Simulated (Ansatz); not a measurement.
Here is the system:

```
CELL_PARAMETERS angstrom
      3.44825     0.00000     0.00000
      1.72412     2.98627     0.00000
      1.72412    -0.99542     2.79766
ATOMIC_POSITIONS crystal
  Y  0.00000 0.00000 0.00000
  N  0.00000 0.50000 0.50000
```

No spin polarisation.

Level of theory: PBEsol, PAW, 420 eV (Ansatz, a first-principles code; no spin-orbit coupling). Settings: 12×12×12 k-points, 0.05 eV Fermi–Dirac smearing.

Task: Predict the band gap, gap character, hole mass and valence-band top at Γ.

Result: 
* **Band gap**: 0.07 eV
* **Gap character**: indirect, Γ → F
* **Hole mass**: 0.26 mₑ out of plane, 0.48 mₑ in plane (at Γ)
* **Valence-band top at Γ (three highest levels, from the VBM)**: 0.00, -0.03, -0.03 eV

The cells carry an imposed strain or load. Masses are band curvatures over ±0.01 Å⁻¹ around the edge. No phonon test of stability was made. The cell was made from YN in the rock salt structure (space group Fm-3m, No. 225) by this change: biaxial strain +0.42 %, plane normal [111], relaxed out of plane. The zero or small gap of YN can change with the level of theory.
